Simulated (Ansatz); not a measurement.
The parent structure is RhPb (space group P6/mmm, No. 191; a = 5.663 Å, c = 4.442 Å).

Now apply this change: cell and atoms relaxed at a pressure of 0.7 GPa.

Levels (all Ansatz, an electronic-structure program, PAW): PBEsol (420 eV, spin-orbit coupling left out); PBEsol+SOC (420 eV, spin-orbit coupling included).

The geometry is relaxed with PBEsol.

| Quantity | Result |
|---|---|
| PBEsol pressure | 0.7 GPa |

Problem. How does going to PBEsol+SOC change the pressure?

Solution. The pressure shrinks by 0.4 GPa, from 0.7 GPa to 0.3 GPa.

Single points use the geometry relaxed with PBEsol. Differences between runs with and without spin-orbit coupling are approximate. Load acts through the strain it causes; cell and atoms are relaxed under it. Whether these cells are dynamically stable was not tested. The runs without spin-orbit coupling are not spin-polarised.
